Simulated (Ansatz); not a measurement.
BC5, response to strain

Base system: BC₅ (space group I-4m2, No. 119; a = 2.513 Å, c = 11.411 Å; a cell from a computed database, its experimental status unchecked). Axes: x, y, z lie along a, b, c of the conventional cell.

Strains are applied to the cell and any free atomic positions relax; under biaxial strain the out-of-plane vector relaxes too.

Levels (all Ansatz, a first-principles code, PAW): PBE (420 eV, scalar-relativistic without spin-orbit coupling); PBEsol (420 eV, without spin-orbit coupling).

The base cell above is that of PBE; each level relaxes its own structures.

Notes on the quantities. pressure: mean of the normal stresses, compression positive.

```tsv
case	pressure, PBE	pressure, PBEsol
biaxial strain +4.96 %, plane normal [001], relaxed out of plane	-23.3 GPa	…
isotropic strain −0.87 %	10.4 GPa	10.8 GPa
uniaxial strain ε_yy = −4.99 %	21.0 GPa	…
tensor shear ε_xy = +1.33 %	0.1 GPa	0.1 GPa
```

**Question.** Complete the table.

**Answer.** 
- biaxial strain +4.96 %, plane normal [001], relaxed out of plane, pressure, PBEsol: -23.9 GPa
- uniaxial strain ε_yy = −4.99 %, pressure, PBEsol: 21.8 GPa

The two levels differ by at most about 0.7 GPa. They put the cases in the same order.

Without a gap, meshes like the base's 20×20×20 leave anisotropic stresses uncertain by several tenths of a GPa, and small strain energies with them. Whether these cells are dynamically stable was not tested. The final runs are not spin-polarised. An odd electron count without spin: BC5.
